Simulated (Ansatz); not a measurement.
## Ansatz run on a (100) slab of Sr3Mg (cut from a parent of space group no. 44; 16 atoms in the cell): self-consistent single point

Method: PBEsol, default PAW files made with PBE (plane waves; Ansatz, a quantum-chemistry and plane-wave program).

Input:

Ansatz 0.2 input:
```yaml
crystal:
  lattice:
    - [6.677170, 0.000000, 0.000000]
    - [0.000000, 12.910580, 0.000000]
    - [0.000000, 0.000000, 20.476900]
  atoms:
    - { symbol: Sr, position: [0.094920, 0.000000, 0.341849] }
    - { symbol: Sr, position: [0.550820, 0.215220, 0.341849] }
    - { symbol: Sr, position: [0.050820, 0.284780, 0.447285] }
    - { symbol: Sr, position: [0.594920, 0.500000, 0.447285] }
    - { symbol: Sr, position: [0.050820, 0.715220, 0.447285] }
    - { symbol: Sr, position: [0.550820, 0.784780, 0.341849] }
    - { symbol: Sr, position: [0.094920, 0.000000, 0.552715] }
    - { symbol: Sr, position: [0.550820, 0.215220, 0.552715] }
    - { symbol: Sr, position: [0.050820, 0.284780, 0.658151] }
    - { symbol: Sr, position: [0.594920, 0.500000, 0.658151] }
    - { symbol: Sr, position: [0.050820, 0.715220, 0.658151] }
    - { symbol: Sr, position: [0.550820, 0.784780, 0.552715] }
    - { symbol: Mg, position: [0.636780, 0.000000, 0.447285] }
    - { symbol: Mg, position: [0.136780, 0.500000, 0.341849] }
    - { symbol: Mg, position: [0.636780, 0.000000, 0.658151] }
    - { symbol: Mg, position: [0.136780, 0.500000, 0.552715] }
kpoints:
  mp_grid: { grid: [5, 3, 1] }
hamiltonian:
  xc: pbesol
  pseudopotentials: { kind: paw }
scf:
  occupations: { method: cold, width: 0.1 }
output:
  forces: true
  eigenvalues: true
  stress: true
```

The program printed (abridged):

```
WARN basis.ecutwfc = 420 eV, the default
WARN ansatz: RAYON_NUM_THREADS=1 ignored (pool sized by the plan → 1); use --threads N
Pseudopotentials: kind: paw
Pseudopotential: Sr, paw, valence charge 10
Pseudopotential: Mg, paw, valence charge 10
Crystal: 16 atoms, lattice volume = 1765.234 Å³
Basis set: ecut = 420 eV, 34469 PW (Γ), exchange–correlation on 90×180×288 points (8 copies of the dense FFT grid, shifted against one another)
Bands: 96, of which v1, the nominal top of the filled ones, is band 80 counted from 1 (79 counted from 0)
Symmetry: 4 space group operations
Space group: Pmn21 (ITA 31), of the structure as read, at distance tolerance 1.2e-4 Å
k-points: 6 of 15 (time reversal used)
PAW frozen core: Sr, regenerated for the run's functional, and the local potential with it
PAW frozen core: Mg, regenerated for the run's functional, and the local potential with it
Initial density: superposition of atomic densities (neutral atoms: chi_scale 0, normalization atom), corrected by the library's trained network
Initial wavefunctions: pseudopotential atomic-orbital guess
Eigensolver: davidson
Functional: x = pbesol(κ = 0.804, μ = 0.12345679012345678), c = pbesol(β = 0.046)
SCF iter   1: F=—  HF=-49549.150976 eV  |F-HF|=—  |Δ(HF+E_count)|=         —  Δρ=1.23e-3  dr2=1.64e-1  ethr=1.77e-3  ⟨swp⟩=15.8  Hψ=3488  notcnv=0
all-band conjugate gradients solve this SCF's bands
preconditioner: auto → LDOS
SCF iter   2: F=—  HF=-49549.154784 eV  |F-HF|=—  |Δ(HF+E_count)|=   3.81e-3  S|Δr|=    0.00e0  Δρ=5.16e-4  dr2=6.53e-3  ethr=1.03e-4  ⟨swp⟩=2.7  Hψ=1158  notcnv=0  defer=12
SCF iter   3: F=—  HF=-49549.155617 eV  |F-HF|=—  |Δ(HF+E_count)|=   8.33e-4  S|Δr|=    0.00e0  Δρ=2.62e-4  dr2=3.14e-3  ethr=4.08e-6  ⟨swp⟩=3.0  Hψ=1061  notcnv=0  defer=12
SCF iter   4: F=—  HF=-49549.155115 eV  |F-HF|=—  |Δ(HF+E_count)|=   5.02e-4  S|Δr|=    0.00e0  Δρ=6.18e-5  dr2=1.54e-4  ethr=1.96e-6  ⟨swp⟩=2.0  Hψ=979  notcnv=0  defer=12
SCF iter   5: F=—  HF=-49549.155140 eV  |F-HF|=—  |Δ(HF+E_count)|=   2.48e-5  S|Δr|=    0.00e0  Δρ=2.07e-5  dr2=1.79e-5  ethr=9.60e-8  ⟨swp⟩=2.8  Hψ=913  notcnv=0  defer=12
SCF iter   6: F=—  HF=-49549.155285 eV  |F-HF|=—  |Δ(HF+E_count)|=   1.45e-4  S|Δr|=    0.00e0  Δρ=7.59e-6  dr2=2.76e-6  ethr=1.12e-8  ⟨swp⟩=2.7  Hψ=1072  notcnv=0  defer=13
SCF iter   7: F=—  HF=-49549.155286 eV  |F-HF|=—  |Δ(HF+E_count)|=   1.45e-6  S|Δr|=    0.00e0  Δρ=2.38e-6  dr2=2.59e-7  ethr=1.73e-9  ⟨swp⟩=2.7  Hψ=1046  notcnv=0  defer=13
SCF iter   8: F=-49549.155286 eV  HF=-49549.155286 eV  |F-HF|=6.99e-9  |Δ(HF+E_count)|=   7.15e-8  S|Δr|=    0.00e0  Δρ=8.03e-7  dr2=2.33e-8  ethr=6.25e-11  ⟨swp⟩=21.3  Hψ=3350  notcnv=0
SCF 1 converged in 8 iterations: F = -49549.155286 eV  dr2 = 2.33e-8
SCF converged after 8 iterations
Stability not checked (fill_not_monotonic)
Free energy (F): -49549.155286 eV
Harris-Foulkes:  -49549.155286 eV  (|F-HF|=6.99e-9)
Internal energy: -49549.135069 eV  (E = F + TS)
E sigma→0 (E₀):  -49549.148547 eV
Entropy (-TS):   -0.020217 eV (-1.264 meV/atom)
Fermi energy:    0.694747 eV
--- Per-component energies (eV) ---
  E_band       = -3807.342054
  E_kinetic    = 3183.787464
  E_local      = -48042.261934  (includes V_loc(G=0)·N_el)
  E_nonlocal   = 2839.355203
  E_hartree    = 20430.051184
  E_xc         = -2135.054503
  E_vxc        = -2034.395746  (∫ρ·V_xc dr)
  E_paw        = -32862.646448  (= ΣΔE_a)
  E_vpaw       = -613.927249  (= ΣTr[D̂ρ^β])
  E_aug_tail   = -0.000027  (compensation charges beyond the density's cutoff)
  E_ewald      = 7035.786371
  E_core_change = 1.847618  (= ΣΔE_core)
  E_smearing   = -0.020217  (= −TS)
  E_closure    = -0.000000  (closes the sum)
  Σ components = -49549.155286   (vs F -49549.155286, Δ=0.00e0)
--- Forces (eV/Å), atoms counted from 1 ---
  atom   1  Sr    -0.17953089     0.00000000     0.27269202
  atom   2  Sr     0.07505883     0.08149116    -0.02954975
  atom   3  Sr     0.07177220    -0.13472421     0.12765618
  atom   4  Sr    -0.06410406     0.00000000     0.06884531
  atom   5  Sr     0.07177220     0.13472421     0.12765618
  atom   6  Sr     0.07505883    -0.08149116    -0.02954975
  atom   7  Sr    -0.06410406     0.00000000    -0.06884531
  atom   8  Sr     0.07177220     0.13472421    -0.12765618
  atom   9  Sr     0.07505883    -0.08149116     0.02954975
  atom  10  Sr    -0.17953089     0.00000000    -0.27269202
  atom  11  Sr     0.07505883     0.08149116     0.02954975
  atom  12  Sr     0.07177220    -0.13472421    -0.12765618
  atom  13  Mg    -0.05596216     0.00000000    -0.01301416
  atom  14  Mg     0.00593765    -0.00000000     0.18576781
  atom  15  Mg     0.00593765    -0.00000000    -0.18576781
  atom  16  Mg    -0.05596216     0.00000000     0.01301416
  max |Σ_I F_I| component: 5.24e-6 eV/Å
--- Stress (GPa, compression-positive) ---
       -0.656310       0.000000      -0.000000
        0.000000      -0.555546      -0.000000
       -0.000000      -0.000000      -0.295627
  P = ⅓ Tr σ = -0.5025 GPa (-5.025 kbar)
  The stress holds the Pulay correction. Without it, at fixed plane waves, as pw.x and ABINIT print it: P = -0.5034 GPa
--- Band table (eV; the first three rows and the last of 6) ---
  k-point 0: bands = ["-75.7613", "-75.7613", "-75.1286", "-75.1286", "-42.7192", "-42.7192", "-42.7000", "-42.7000", "-42.6992", "-42.6992", "-42.0784", "-42.0784", "-42.0764", "-42.0764", "-42.0590", "-42.0590", "-36.3864", "-36.3863", "-36.3861", [...]
  k-point 1: bands = ["-75.7613", "-75.7613", "-75.1286", "-75.1286", "-42.7192", "-42.7192", "-42.7000", "-42.7000", "-42.6992", "-42.6992", "-42.0784", "-42.0784", "-42.0764", "-42.0764", "-42.0590", "-42.0590", "-36.3864", "-36.3863", "-36.3861", [...]
  k-point 2: bands = ["-75.7613", "-75.7613", "-75.1286", "-75.1286", "-42.7192", "-42.7192", "-42.7000", "-42.7000", "-42.6992", "-42.6992", "-42.0784", "-42.0784", "-42.0764", "-42.0764", "-42.0590", "-42.0590", "-36.3863", "-36.3863", "-36.3861", [...]
  k-point 5: bands = ["-75.7613", "-75.7613", "-75.1286", "-75.1286", "-42.7192", "-42.7192", "-42.7000", "-42.7000", "-42.6992", "-42.6992", "-42.0784", "-42.0784", "-42.0764", "-42.0764", "-42.0590", "-42.0590", "-36.3862", "-36.3862", "-36.3861", [...]
```

The run converged in 8 iterations.

The starting cell comes from a database of computed structures (which also holds hypothetical and non-ambient phases and stackings), without a prior relaxation at this level. The slab is cut from that crystal, and its faces are unrelaxed.

Cost on one core of a shared machine: roughly 60 s.
